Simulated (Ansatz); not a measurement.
La$_{2}$O$_{3}$ (P-3m1), Ansatz (a first-principles code) with PBEsol with spin-orbit coupling, rigid bands: N_c = 1.95e20 cm⁻³ at 300 K and an electron conductivity mass of 2.32 mₑ along y (a = (3.91, 0.00, 0.00) Å; b = (-1.95, 3.38, 0.00) Å; c = (0.00, 0.00, 6.04) Å).

Q: For 1e16 electrons per cm³ at 300 K, place the Fermi level, estimate the Seebeck coefficient of a parabolic band with constant τ, and give mobility and conductivity for τ = 20 fs.

A: The level lies k_BT ln(N_c/n) = 0.255 eV below the conduction-band minimum. S ≈ −(k_B/e)[ln(N_c/n) + 5/2] = -1067 μV/K, against -1088 μV/K from the full bands (mean over directions). μ = eτ/m = 15.2 cm²/(V·s) and σ = neμ = 0.0243 S/cm. τ is assumed, not computed.

Band transport and this doping are assumed; polarons and phonon drag are left out.
